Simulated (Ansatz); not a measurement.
Where the default PAW files enter, the runs use the earlier of Ansatz's two default sets.

Data:

```
CdSe
1.0
    4.34609     0.00000     0.00000
   -2.17305     3.76382     0.00000
    0.00000     0.00000     7.08984
Cd Se
2 2
Direct
  0.66667   0.33333   0.49995
  0.33333   0.66667   0.99995
  0.66667   0.33333   0.87591
  0.33333   0.66667   0.37591
```

Space group of this cell: P6_3mc, wurtzite. The cell is taken as given.

These are r2SCAN (plane waves, PAW; Ansatz, a quantum-chemistry and plane-wave program) values and carry that method's errors.

The current runs along the normal of the first two printed vectors; no spin-orbit coupling. Scaled by the factor s: all lengths (ions clamped). The meshes follow the cell: 12×12×6 and 12×12 across at s = 0.98, 12×12×4 and 12×12 across at s = 1.00, 12×12×4 and 12×12 across at s = 1.02.

```csv
s,mean pressure (GPa),band gap (eV)
0.98,3.3,?
1.00,-0.2,1.09
1.02,-2.8,0.95
```

### Question
Take the slope of the band gap against ln s from the two given rows, extrapolate to s = 0.98, and say what the run there gives.

### Answer
Slope = (0.95 − 1.09) / ln 1.02 = -7.07 eV. The line gives 1.09 + (-7.07) × ln 0.98 = 1.23 eV. The run gives 1.23 eV, as the line does.
